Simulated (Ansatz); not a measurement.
# Lattice constant a of AlIr (model structure, Fm-3m, No. 225, 2 atoms in the cell) at several levels of theory

No measured value is used here.

| level (code) | value (Å) |
|---|---|
| LDA (Ansatz) | 4.961 |
| PBE (Ansatz) | 5.049 |
| PBEsol (Ansatz) | 4.999 |
| r²SCAN (Ansatz) | 5.007 |

Density-functional levels without +SOC have no spin–orbit coupling. LDA, PBE, PBEsol, r²SCAN: the run has no spin polarisation, so it can have missed a magnetic state. Cutoffs differ between the levels. Ansatz's density-functional and Hartree–Fock values are scalar-relativistic unless marked +SOC, with PAW data made under PBE.

A model structure was made by putting elements into a prototype or built by hand; it is no filed structure, need not be a known phase, and can be a saddle point held by its symmetry.

Ansatz is a quantum-chemistry and plane-wave program.
